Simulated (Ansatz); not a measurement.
Base system: SiC in the zinc blende structure (space group F-43m, No. 216; a = 4.329 Å). Axes: x, y, z lie along the cube axes.

Level of theory: Ansatz (a first-principles code), LDA, PAW, cutoff 420 eV, without spin-orbit coupling.

Before the change:

Shortest interatomic distance: 187.5 pm
Smallest direct gap: 4.53 eV

Now apply this change: a pure shear with ε_xy = ε_yx = 0.0029; the atoms relax in the strained cell.

Q: What happens to the shortest interatomic distance, smallest direct gap, stress and energy relative to the base?

A: The shortest interatomic distance decreases by 0.21 pm, from 187.5 pm to 187.2 pm; the smallest direct gap shrinks by 0.05 eV (4.53 eV → 4.48 eV); the stress (xx, yy, zz, yz, xz, xy; compression positive) comes out as (0.01, 0.01, 0.00, 0.00, 0.00, -1.46) GPa; the energy is nearly the same.

Gaps are Kohn–Sham eigenvalue differences; semilocal functionals usually give less than the measured gap. Whether these cells are dynamically stable was not tested.
